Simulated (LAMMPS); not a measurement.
System: GaN (wurtzite), 896 atoms, at 3240 K and 0 GPa, heated as the crystal.

All values are model results, not measurements: classical MD, pair style tersoff, file GaN.tersoff, run in LAMMPS.

| Quantity | Result |
|---|---|
| state found | crystal; no diffusion seen in 30 ps |
| density | 5.778 ± 0.002 g/cm³ |
| volume per atom | 12.033 ± 0.003 Å³ |
| enthalpy per atom | -3.646 ± 0.001 eV |
| first peak of g(r), Ga-N | 1.96 Å, height 6.1 |
| coordination number of Ga by N | 4.00 (counted to 2.78 Å) |
| coordination number of N by Ga | 4.00 (counted to 2.78 Å) |
| most common N-Ga-N angle | in the 3° bin centred on 109.5° (mean of all 109°) |
| most common Ga-N-Ga angle | in the 3° bin centred on 106.5° (mean of all 109°) |
| mean frequency of the velocity spectrum | 13.3 THz |
| cost | very roughly 11 core-minutes |

Potential: file GaN.tersoff of the LAMMPS distribution; its header cites Nord, Albe, Erhart and Nordlund, J. Phys Condens Matter, 15, 5649 (2003).

Caution: a run this short can hold a crystal over, or a liquid under, the potential's melting point.

States go by the mean squared displacement: a species diffuses where it passes 1.5 Å², still rises and gives D over 1e-6 cm²/s; a crystal has left its structure where atoms lie 0.35 Å off their sites on average or a cubic box changes its shape by 3 %.

Errors shown are sampling errors alone.

| r (Å) | g(r), Ga-N |
|---|---|
| 1.580 | 0.000 |
| 1.620 | 0.005 |
| 1.660 | 0.062 |
| 1.700 | 0.256 |
| 1.740 | 0.643 |
| 1.780 | 1.53 |
| 1.820 | 2.73 |
| 1.860 | 4.14 |
| 1.900 | 5.32 |
| 1.940 | 6.06 |
| 1.980 | 5.77 |
| 2.020 | 5.26 |
| 2.060 | 4.29 |
| 2.100 | 3.33 |
| 2.140 | 2.45 |
| 2.180 | 1.86 |
| 2.220 | 1.25 |
| 2.260 | 0.921 |
| 2.300 | 0.581 |
| 2.340 | 0.418 |
| 2.380 | 0.276 |
| 2.420 | 0.190 |
| 2.460 | 0.143 |
| 2.500 | 0.091 |
| 2.540 | 0.062 |
| 2.580 | 0.030 |
| 2.620 | 0.024 |
| 2.660 | 0.016 |
| 2.700 | 0.010 |
| 2.740 | 0.008 |
| 2.780 | 0.004 |
| 2.820 | 0.001 |
| 2.860 | 0.003 |
| 2.900 | 0.006 |
| 2.940 | 0.021 |
| 2.980 | 0.038 |
| 3.020 | 0.120 |
| 3.060 | 0.205 |
| 3.100 | 0.296 |
| 3.140 | 0.380 |
| 3.180 | 0.455 |
| 3.220 | 0.557 |
| 3.260 | 0.645 |
| 3.300 | 0.769 |
| 3.340 | 0.856 |
| 3.380 | 1.01 |
| 3.420 | 1.09 |
| 3.460 | 1.23 |
| 3.500 | 1.43 |
| 3.540 | 1.51 |
| 3.580 | 1.69 |
| 3.620 | 1.71 |
| 3.660 | 1.77 |
| 3.700 | 1.77 |
| 3.740 | 1.83 |
| 3.780 | 1.80 |
| 3.820 | 1.74 |
| 3.860 | 1.62 |
| 3.900 | 1.57 |
| 3.940 | 1.41 |
| 3.980 | 1.28 |
| 4.020 | 1.14 |
| 4.060 | 1.04 |
| 4.100 | 0.899 |
| 4.140 | 0.782 |
| 4.180 | 0.707 |
| 4.220 | 0.636 |
| 4.260 | 0.602 |
| 4.300 | 0.593 |
| 4.340 | 0.601 |
| 4.380 | 0.668 |
| 4.420 | 0.764 |
| 4.460 | 0.804 |
| 4.500 | 0.925 |
| 4.540 | 1.01 |
| 4.580 | 1.15 |
| 4.620 | 1.22 |
| 4.660 | 1.34 |
| 4.700 | 1.39 |
| 4.740 | 1.48 |
| 4.780 | 1.54 |
| 4.820 | 1.55 |
| 4.860 | 1.55 |
| 4.900 | 1.53 |
| 4.940 | 1.46 |
| 4.980 | 1.43 |
| 5.020 | 1.38 |
| 5.060 | 1.27 |
| 5.100 | 1.18 |
| 5.140 | 1.04 |
| 5.180 | 0.939 |
| 5.220 | 0.822 |
| 5.260 | 0.707 |
| 5.300 | 0.612 |
| 5.340 | 0.524 |
| 5.380 | 0.462 |
| 5.420 | 0.430 |
| 5.460 | 0.414 |
| 5.500 | 0.396 |
| 5.540 | 0.415 |
| 5.580 | 0.449 |
| 5.620 | 0.477 |
